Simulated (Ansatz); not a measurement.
## InSe (P6₃/mmc, No. 194; cell taken from a computed entry)

Computed with PBE+SOC in Ansatz (PAW).

Settings: plane-wave cutoff 520 eV, 12×12×2 k mesh (along the axes of the cell as run), Fermi–Dirac smearing 0.01 eV, PAW data made under PBE.

Cell: relaxed with PBEsol: a = 4.0057 Å, b = 4.0057 Å, c = 16.9982 Å, α = 90.00°, β = 90.00°, γ = 120.00°.

```
Quantity            Result
--------  ----------------
band gap  0.51 eV (direct)
```

Measured, for comparison: band gap 1.17 eV (temperature not stated, no zero-point or thermal correction; as tabulated in Kim et al. (2020), doi:10.1038/s41597-020-00723-8). Computed (rounded) less measured: band gap -0.66 eV.

Note: the cell comes from a level without a dispersion term, which matters for the spacing of layers, chains or molecules; cell and atoms aren't relaxed at this level (largest force component 0.17 eV/Å, pressure 2.5 GPa); the cell has widely spaced layers and the level no dispersion term, so their spacing and the moduli can rest on weak binding.

Computed values are for the static lattice.

Ansatz is a first-principles code.
